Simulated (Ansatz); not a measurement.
Ge, response to strain

Consider Ge in the diamond structure (space group Fd-3m, No. 227; a = 5.6222 Å).

Strains are applied to the cell and any free atomic positions relax.

Calculations: LDA (Ansatz, a first-principles code; PAW; 420 eV plane waves; without spin-orbit coupling).

Notes on the quantities. energy relative to the base: free energy F.

```json
[
 {"change": "base", "band gap": "zero", "energy relative to the base": "0 meV/atom", "volume per atom": "22.21 Å³"},
 {"change": "isotropic strain −2.50 %", "band gap": "0.34 eV", "energy relative to the base": "+31 meV/atom", "volume per atom": "20.59 Å³"},
 {"change": "isotropic strain −2.00 %", "band gap": "0.30 eV", "energy relative to the base": "+19 meV/atom", "volume per atom": "20.91 Å³"},
 {"change": "isotropic strain −1.50 %", "band gap": "0.25 eV", "energy relative to the base": "+11 meV/atom", "volume per atom": "21.23 Å³"},
 {"change": "isotropic strain −0.50 %", "band gap": "0.12 eV", "energy relative to the base": "+1.1 meV/atom", "volume per atom": "21.88 Å³"},
 {"change": "isotropic strain +0.50 %", "band gap": "zero", "energy relative to the base": "+1.1 meV/atom", "volume per atom": "22.55 Å³"},
 {"change": "isotropic strain +1.00 %", "band gap": "zero", "energy relative to the base": "+4.3 meV/atom", "volume per atom": "22.89 Å³"},
 {"change": "isotropic strain +1.50 %", "band gap": "zero", "energy relative to the base": "+9.5 meV/atom", "volume per atom": "23.23 Å³"},
 {"change": "isotropic strain +2.00 %", "band gap": "zero", "energy relative to the base": "+17 meV/atom", "volume per atom": "23.57 Å³"},
 {"change": "isotropic strain +3.00 %", "band gap": "zero", "energy relative to the base": "+36 meV/atom", "volume per atom": "24.27 Å³"}
]
```

Whether these cells are dynamically stable was not tested. The zero or small gap of Ge can change with the level of theory.
